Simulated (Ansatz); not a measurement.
A calculation on L1₂ (Cu3Au-type) Ni3Al returned lattice constant a 3.590 Å, bulk modulus 171 GPa, formation enthalpy -0.421 eV/atom, magnetic moment 0.28 μB.

For reference: lattice constant a 3.572 Å (measured, temperature not stated, not corrected to a static lattice; as tabulated in Tensorial elastic properties and stability of interface states associated with …); bulk modulus 174 GPa (measured, temperature not stated, no zero-point or thermal correction; as tabulated in Zarkevich et al. (2023), arXiv:2304.06869); formation enthalpy -0.420 ± 0.02 eV/atom (measured, 298 K, copied from a table, unchecked, not corrected to a static lattice; as tabulated in Wang et al. (2021), doi:10.1038/s41598-021-94550-5).

Task: Which level of theory produced these numbers?
A) revPBE (Ansatz (a quantum-chemistry and plane-wave program))
B) r²SCAN+rVV10 (Ansatz)
C) PBE (Ansatz)
D) PBE0 (Ansatz)

Result: A, revPBE (Ansatz)

The others give: r²SCAN+rVV10 3.516 Å, 207 GPa, -0.420 eV/atom, 0.36 μB; PBE0 3.540 Å, 183 GPa, -0.499 eV/atom, 0.55 μB; PBE 3.567 Å, 182 GPa, -0.429 eV/atom, 0.27 μB.

Unless a cell is named, each level is at its own relaxed cell (PBE 11.34, PBE0 11.09, r²SCAN+rVV10 10.87, revPBE 11.56 Å³/atom).

Spin-polarised runs: r²SCAN+rVV10 (parallel moments), PBE0 (parallel moments), PBE (parallel moments), revPBE (parallel moments).

Ansatz's density-functional and Hartree–Fock values are scalar-relativistic unless marked +SOC, with PAW data made under PBE.
